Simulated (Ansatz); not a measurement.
Structures of equal composition on the (111) surface of germanium (Ge plane on top): (√3x√3)R30° Ga adatom at H3; (√3x√3)R30° Ga adatom at T4. The slabs share one bottom face, and each structure is named by its start. These are constructed structures in small cells; real faces may alloy, dewet or reconstruct in larger ones, and not all known structures of the face are among them. Slabs of about 13 Å, Fermi-Dirac smearing of 0.025 eV. Bottom of the slabs: H caps. Relaxed from the named starts with such symmetry as they have, on meshes of like density; energies extrapolated to zero smearing; spin only where a row says so; no spin-orbit coupling, no U. Brackets mark spin-polarised runs, whose order is one that fits the cell. Where a second, spin-polarised start was run, the lower counts.

The numbers are results of PBE (plane waves to 420 eV, PAW; Ansatz, a first-principles code), not measurements.

Order them by energy per 1x1 cell (lowest first) at the level PBE.

(√3x√3)R30° Ga adatom at T4 (0.000 eV, no gap on the mesh), (√3x√3)R30° Ga adatom at H3 (0.053 eV, no gap on the mesh)
